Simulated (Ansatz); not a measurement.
Consider SnSe₂ in the CdI2 type structure (space group P-3m1, No. 164; a = 3.840 Å, c = 6.006 Å; layered, stacked along the Cartesian z axis).

Levels (all Ansatz, an electronic-structure program, PAW): PBE-D3(BJ) (420 eV, no spin-orbit coupling); r2SCAN (500 eV, no spin-orbit coupling); HSE06 (420 eV, no SOC); PBE+SOC (420 eV, noncollinear with spin-orbit coupling).

One geometry, relaxed with PBE-D3(BJ), under each level:

```json
[
 {"level": "PBE-D3(BJ)", "band gap": "0.36 eV", "lowest conduction level above the VBM at special points": "L 0.58 eV; Γ 0.68 eV; K 0.73 eV; M 1.09 eV"},
 {"level": "r2SCAN", "band gap": "0.64 eV", "lowest conduction level above the VBM at special points": "L 0.83 eV; Γ 1.09 eV; K 0.99 eV; M 1.32 eV"},
 {"level": "HSE06", "band gap": "0.98 eV", "lowest conduction level above the VBM at special points": "L 1.18 eV; Γ 1.40 eV; K 1.38 eV"},
 {"level": "PBE+SOC", "band gap": "0.34 eV", "lowest conduction level above the VBM at special points": "L 0.57 eV; Γ 0.66 eV; K 0.71 eV; M 1.07 eV"}
]
```

Single points use the geometry relaxed with PBE-D3(BJ). HSE06 was sampled on its mesh, a few special points and the semilocal edge points, so its gap is an upper bound. Differences between runs with and without spin-orbit coupling are approximate. Stability against distortions was not tested.
